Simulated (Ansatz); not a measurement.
```yaml
crystal:
  lattice:
    - [3.97234, 3.97234, 3.96903]
    - [3.97119, -3.97119, 3.96903]
    - [3.97119, -3.97119, -3.96903]
  atoms:
    - { symbol: Pd, position: [0.00007, 0.74881, 0.74887] }
    - { symbol: Pd, position: [0.25000, 0.00125, 0.74638] }
    - { symbol: Pd, position: [0.00250, 0.49875, 0.50125] }
    - { symbol: Pd, position: [0.49750, 0.25125, 0.74875] }
    - { symbol: Pd, position: [0.25000, 0.74875, 0.50362] }
    - { symbol: Pd, position: [0.75000, 0.50140, 0.75140] }
    - { symbol: Pd, position: [0.00007, 0.25113, 0.25119] }
    - { symbol: Pd, position: [0.49993, 0.00119, 0.50113] }
    - { symbol: Pd, position: [0.25000, 0.49638, 0.25125] }
    - { symbol: Pd, position: [0.75000, 0.24860, 0.49860] }
    - { symbol: Au, position: [0.50287, 0.74857, 0.25143] }
    - { symbol: Au, position: [0.99713, 0.00143, 0.99857] }
    - { symbol: Pd, position: [0.25000, 0.25362, 0.99875] }
    - { symbol: Pd, position: [0.75000, 0.00140, 0.25140] }
    - { symbol: Pd, position: [0.49993, 0.49887, 0.99881] }
    - { symbol: Pd, position: [0.75000, 0.74860, 0.99860] }
```

The mixing enthalpy is taken against the end members in the face-centred cubic type, relaxed in the same cell and mesh.

Computed with PBE (plane waves to 420 eV, PAW; Ansatz, an electronic-structure program). Spin–orbit coupling is left out. Its k-point mesh 6×6×6, Fermi–Dirac width 0.05 eV.

Task: Give the composition and order of this alloy cell, and its volume, bond lengths and mixing enthalpy.

Result: A 16-atom cell of (Au,Pd) started in the face-centred cubic structure, site fractions Au 0.125, Pd 0.875, short-range order -0.05 among the nearest mixed sites of the first mixed sublattice (0 is random, a negative value favours unlike neighbours), space group Fmmm at the end, an ordered arrangement that its symmetry holds.
* **volume per atom**: 15.65 Å³
* **Pd–Pd bonds (within 1.22 times the sum of covalent radii)**: 2.804 Å on average, from 2.777 to 2.839 (73)
* **Au–Pd bonds (within 1.22 times the sum of covalent radii)**: 2.820 Å on average, from 2.807 to 2.836 (22)
* **Au–Au bonds (within 1.22 times the sum of covalent radii)**: 2.841 Å on average, from 2.841 to 2.841 (1)
* **mixing enthalpy per site of the mixed sublattice**: -17 meV
* **departure of the mean lattice parameter from Vegard's line**: under 0.15 %, inside the noise of the relaxations
